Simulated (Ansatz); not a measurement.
Spacing of the highest filled and lowest empty level at the zone centre in eight small model glasses of hand-chosen composition and density, fast-quenched (anions pushed apart in CHGNet runs), each at its PBE geometry, by PBE and by r2SCAN (Ansatz, a program for electronic structure, plane waves, PAW). The cells are the first eight to finish that balance their formal charges, show no moments and no lower geometry on charging where those were tested, and have a gap at both levels; defect levels can set the spacings.

```
cell             quench by  pressure (GPa)             levels at the gap  PBE (eV)  experiment, tabulated (eV)
---------------  ---------  --------------  ----------------------------  --------  --------------------------
Ti20O41Zn           CHGNet             0.0  localised at the filled edge      2.61                           -
Al28O45Ga2          CHGNet             0.0  localised at the filled edge      3.17                           -
Ga24O37Mg           CHGNet             1.0  localised at the filled edge      1.51                           -
Si30N41Sc           CHGNet            -0.6       localised at both edges      2.00                           -
In24O41Nb2          CHGNet            -1.5  localised at the filled edge      0.80                           -
Hf18O39Lu2          CHGNet             0.0  localised at the filled edge      3.80                           -
Si30N41Lu           CHGNet             0.0  localised at the filled edge      2.44                           -
In9Ga9Zn9O37Li2     CHGNet             1.6  localised at the filled edge      0.94                           -
```

**Question.** What does r2SCAN give, and how does it move these values against PBE?

**Answer.** Ti20O41Zn 2.97, Al28O45Ga2 3.77, Ga24O37Mg 2.06, Si30N41Sc 2.38, In24O41Nb2 1.26, Hf18O39Lu2 4.26, Si30N41Lu 2.85, In9Ga9Zn9O37Li2 1.41 eV. It raises them by +0.36 to +0.60 eV, +0.46 eV on average. A straight line through the eight gives r2SCAN = 1.00 × PBE +0.45 eV, with a scatter of 0.07 eV.
